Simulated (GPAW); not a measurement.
A self-consistent single point of Sr₃Zn (Pm-3m, 4 atoms in the cell) with GPAW.

Method: PBEsol, GPAW PAW datasets PBEsol (made by gpaw-setup) (plane waves; GPAW).

```
CELL_PARAMETERS angstrom
      5.46131     0.00000     0.00000
      0.00000     5.46131     0.00000
      0.00000     0.00000     5.46131
ATOMIC_POSITIONS crystal
  Sr 0.50000 0.00000 0.50000
  Sr 0.00000 0.50000 0.50000
  Sr 0.50000 0.50000 0.00000
  Zn 0.00000 0.00000 0.00000
```

Reference input (self-consistent single point, DFT PBEsol, plane waves, GPAW PAW datasets PBEsol (made by gpaw-setup)): mode = pw; ecut = 850 eV; xc = PBEsol; kpts = 5 5 5; mesh shift (steps) = 0 0 0; occupations.name = fermi-dirac; occupations.width = 0.05 eV; nbands = -12; convergence.density = 1e-05 e/electron; convergence.energy = 1e-05 eV/electron; symmetry.symmorphic = false; symmetry.tolerance = 0.0005. This run's input differs from it in these lines:

```diff
@@ -17,3 +17,3 @@
             kpts=(5, 5, 5),
-            occupations=FermiDirac(0.05),
+            occupations=FermiDirac(0.1),
             nbands=-12,
```

Log, with long lists cut:

```
     iter     time        total  log10-change:
                         energy   eigst   dens
iter:   1 --:--:--    -6.789549
iter:   2 --:--:--    -6.945060   -0.84  -1.47
iter:   3 --:--:--    -6.842416   -1.75  -1.50
iter:   4 --:--:--    -6.894691   -1.67  -1.66
iter:   5 --:--:--    -6.840669   -2.65  -1.95
iter:   6 --:--:--    -6.832873   -2.95  -2.31
iter:   7 --:--:--    -6.827088   -3.26  -2.44
iter:   8 --:--:--    -6.822838   -3.90  -2.75
iter:   9 --:--:--    -6.822041   -3.37  -3.11
iter:  10 --:--:--    -6.821982   -4.82  -3.44
iter:  11 --:--:--    -6.821833c  -5.65  -3.53
iter:  12 --:--:--    -6.821799c  -4.62  -3.59
iter:  13 --:--:--    -6.821804c  -5.95  -3.87
iter:  14 --:--:--    -6.821977c  -4.45  -3.93
iter:  15 --:--:--    -6.821765c  -4.49  -3.72
   [... 2 lines left out ...]
iter:  18 --:--:--    -6.821747c  -6.30  -4.20
iter:  19 --:--:--    -6.821750c  -6.48  -4.29
iter:  20 --:--:--    -6.821753c  -7.13  -4.49
iter:  21 --:--:--    -6.821754c  -6.58  -4.69
iter:  22 --:--:--    -6.821755c  -8.36c -5.02c
Converged after 22 iterations.

Dipole moment: (-0.000000, -0.000000, -0.000000) |e|*Ang

Energy contributions relative to reference atoms: (reference = -308156.502545)

Kinetic:         -2.891928
Potential:      +10.085967
External:        +0.000000
XC:             -13.372606
Entropy (-ST):   -0.165244
Local:           -0.560566
SIC:             +0.000000
--------------------------
Free energy:     -6.904377
Extrapolated:    -6.821755

Showing only first 2 kpts
 Kpt  Band  Eigenvalues  Occupancy
  0    19      4.22732    0.40588
  0    20      4.22732    0.40588
  0    21      4.86963    0.00083
  0    22      4.86963    0.00083

  1    19      3.62223    1.98167
  1    20      4.49773    0.03351
  1    21      4.62446    0.00955
  1    22      4.62446    0.00955

Fermi level: 4.09052

No gap
No difference between direct/indirect transitions
Energy (eV): -6.821755

Forces in eV/Ang:
  0 Sr    0.00000    0.00000    0.00000
  1 Sr    0.00000    0.00000    0.00000
  2 Sr    0.00000    0.00000    0.00000
  3 Zn    0.00000    0.00000    0.00000

Stress tensor:
     0.003989    -0.000000     0.000000
    -0.000000     0.003989     0.000000
     0.000000     0.000000     0.003989
Stress (GPa, Voigt): [ 0.6391  0.6391  0.6391  0.      0.     -0.    ]
```

The run converged in 22 iterations. GPAW prints stress with tension positive. Against the reference run the free energy drops by 17.0 meV/atom and the pressure hardly changes (-0.66 to -0.64 GPa).

The starting cell comes from a database of computed structures (which also holds hypothetical and non-ambient phases and stackings), without a prior relaxation at this level. Its lattice was rescaled by a random factor within 2.5 % of one.

Cost on one core of a shared machine: roughly 40 s.
